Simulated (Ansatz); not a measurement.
## TiS2: response to strain

Start from TiS2 in the CdI2 type structure (space group P-3m1, No. 164; a = 3.3594 Å, c = 5.5200 Å; layered, stacked along the Cartesian z axis; relaxed with 0.1 eV smearing).

Strains are applied to the cell and any free atomic positions relax.

All numbers come from PBE-D3(BJ)/PAW in Ansatz (a quantum-chemistry and plane-wave program), spin-orbit coupling left out.

Computed cases, in order: isotropic strain −2.63 %; the unstrained base; isotropic strain +1.88 %; isotropic strain +4.31 %.

Between which two neighbouring cases does the band gap open or close?

Between isotropic strain +1.88 % (zero) and isotropic strain +4.31 % (0.14 eV). The whole series: isotropic strain −2.63 %: zero; the unstrained base: zero; isotropic strain +1.88 %: zero; isotropic strain +4.31 %: 0.14 eV.

No phonon test of stability was made. All final runs are without spin polarisation. A zero or small gap of TiS2 can be the functional's error rather than a property of the material.
